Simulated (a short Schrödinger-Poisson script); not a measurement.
Solved with a short Schrödinger-Poisson script written for these runs: 1D Poisson equation in equilibrium, electrons quantum, Hartree (BenDaniel-Duke, 12 states a valley, the channel's in-plane mass for all, wave functions free to enter the dielectric), parabolic valleys, classical holes, full ionisation, no traps, pinning or gate leakage.

System: symmetric double-gate stack, SiO2 on p-type Si(110), at 300 K.

```csv
layer,material,thickness (nm),Na (cm⁻³)
1,SiO2,0.9,-
2,Si,4,6e15
3,SiO2,0.9,-
```

Constants are typed, rounded textbook-type inputs, not results; the design itself was drawn at random and stands for no fabricated device. SiO2: permittivity 3.9, conduction-band edge (eV) 3.15, gap (eV) 9, electron mass (mₑ) 0.5. Si: permittivity 11.7, conduction-band edge (eV) 0, gap (eV) 1.124, Nv at 300 K (cm⁻³) 3.1e19.

Channel valleys (confinement mass, in-plane density-of-states mass, number): Δ4 0.315, 0.324, 4; Δ2 0.19, 0.417, 2. At the gates, both at one voltage, the conduction-band edge of layer 1 lies 3.4 eV − eVg above the Fermi level of the channel. Gaps are held at their typed values at every temperature. Mesh 0.03 nm at interfaces.

Gate and field steps stay those of the base.

One input was changed, with this effect: sheet density of all electrons at Vg = 0.35 V 2.92e12 → 3.50e10 cm⁻²; gate voltage at 1e11 electrons/cm² 0.18 → 0.38 V; sheet density of all electrons at Vg = 0.95 V 2.18e13 → 1.52e13 cm⁻²; capacitance of both gates at Vg = 0.95 V 5.42 → 5.26 μF/cm².

Problem. Which change was it?
A) gate barrier 3.4 → 3.6 eV
B) confinement mass of the first valley 0.315 → 0.22 mₑ
C) body doping 6e+15 → 1e+17 cm^-3

Solution. A, gate barrier 3.4 → 3.6 eV
